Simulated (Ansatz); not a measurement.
Te2Au (C2/m, No. 12) was calculated with PBE0 (plane waves, PAW; Ansatz, a program for electronic structure).

Input:

Ansatz 0.2 input:
```yaml
crystal:
  lattice:
    - [2.1226751953, 3.7406902207, -0.0518062592]
    - [2.1226751953, -3.7406902207, 0.0518062592]
    - [0.0, 0.0696192654, -5.0856502092]
  atoms:
    - { symbol: Te, position: [0.2982090532, 0.7017909468, 0.706161876] }
    - { symbol: Te, position: [0.7017909468, 0.2982090532, 0.293838124] }
    - { symbol: Au, position: [0.0, 0.0, 0.0] }
basis:
  ecutwfc: 460
  ecutrho_ratio: 4
  xc_grid: 2
kpoints:
  mp_grid: { grid: [8, 8, 6] }
hamiltonian:
  xc: pbe0
  dispersion: none
  pseudopotentials: { kind: paw }
scf:
  occupations: { method: fermi_dirac, width: 0.05 }
  convergence: { dr2_threshold: 0.0000000003 }
output:
  forces: true
  stress: true
  eigenvalues: true
```

Output (set-up and result lines):

```
WARN output.stress: scf.exx.energy_threshold = 1e-6 eV is looser than the 3e-8 eV advised for a stress under a hybrid functional (1e-8 eV for each atom of the …
Crystal: 3 atoms, lattice volume = 80.748 Å³
Basis set: ecut = 460 eV, 1827 PW (Γ), exchange–correlation on 64×64×72 points (8 copies of the dense FFT grid, shifted against one another)
Bands: 31, of which v1, the nominal top of the filled ones, is band 26 counted from 1 (25 counted from 0)
Symmetry: 4 space group operations
Space group: C2/m (ITA 12), of the structure as read, at distance tolerance 4.3e-5 Å
k-points: 114 of 384
Functional: x = pbe(κ = 0.804, μ = 0.2195149727645171), c = pbe(β = 0.06672455060314922), warm-up for x = 0.75 pbe(κ = 0.804, μ = 0.2195149727645171) + 0.25 exact, c = pbe(β = 0.06672455060314922)
SCF iter   1: F=—  HF=-27109.428633 eV  |F-HF|=—  |Δ(HF+E_count)|=         —  Δρ=3.35e-3  dr2=8.54e-3
SCF iter   2: F=—  HF=-27109.427571 eV  |F-HF|=—  |Δ(HF+E_count)|=   1.06e-3  Δρ=1.14e-3  dr2=8.76e-4
  ...
SCF 1 converged in 9 iterations: F = -27109.427704 eV  dr2 = 1.53e-10
Crystal: 3 atoms, lattice volume = 80.748 Å³
Initial density: handed on by an earlier stage of this run
Functional: x = 0.75 pbe(κ = 0.804, μ = 0.2195149727645171) + 0.25 exact, c = pbe(β = 0.06672455060314922)
SCF 2 converged in 10 iterations: F = -27116.327324 eV  dr2 = 2.16e-10
Crystal: 3 atoms, lattice volume = 80.748 Å³
Crystal: 3 atoms, lattice volume = 80.748 Å³
Crystal: 3 atoms, lattice volume = 80.748 Å³
SCF iter   2: F=—  HF=-27116.343422 eV  |F-HF|=—  |Δ(HF+E_count)|=   2.54e-9  Δρ=1.05e-6  dr2=1.62e-9
SCF iter   3: F=-27116.343422 eV  HF=-27116.343422 eV  |F-HF|=7.28e-12  |Δ(HF+E_count)|=  7.28e-11  Δρ=5.87e-7  dr2=2.29e-10
SCF 5 converged in 3 iterations: F = -27116.343422 eV  dr2 = 2.29e-10
Free energy (F): -27116.343422 eV
Internal energy: -27116.342424 eV  (E = F + TS)
E sigma→0 (E₀):  -27116.342923 eV
Fermi energy:    12.042168 eV
--- Forces (eV/Å), atoms counted from 1 ---
  atom   1  Te     0.00000000    -0.00766437    -0.00161724
  atom   2  Te    -0.00000000     0.00766437     0.00161724
  atom   3  Au    -0.00000000     0.00000000     0.00000000
--- Stress (GPa, compression-positive) ---
       -0.036860       0.000000      -0.000000
        0.000000       0.010819      -0.018566
       -0.000000      -0.018566       0.000563
  P = ⅓ Tr σ = -0.0085 GPa (-0.085 kbar)
```

The PAW data were made under PBE.
